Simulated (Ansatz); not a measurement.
Co on the C site (Co_C) in diamond: one set of geometries, relaxed with PBE, evaluated in Ansatz (PAW, plane waves to 420 eV, 500 eV under r2SCAN) with PBE, r2SCAN.

Set-up: 64-site cell; 2×2×2 shifted k-points; start: the C site; no Hubbard U; not converged in cell size.

| quantity | PBE | r2SCAN |
|---|---|---|
| host gap (eV) | 4.13 | (withheld) |
| largest moment on one atom at charge +1 (μB) | 0.00 | (withheld) |
| largest moment on one atom at charge −1 (μB) | 0.83 | (withheld) |

Task: Given the lower rungs, what does r2SCAN give?

Result: 
- host gap (eV), r2SCAN: 4.34
- largest moment on one atom at charge +1 (μB), r2SCAN: 0.00
- largest moment on one atom at charge −1 (μB), r2SCAN: 0.96

Ansatz is a program for electronic structure.
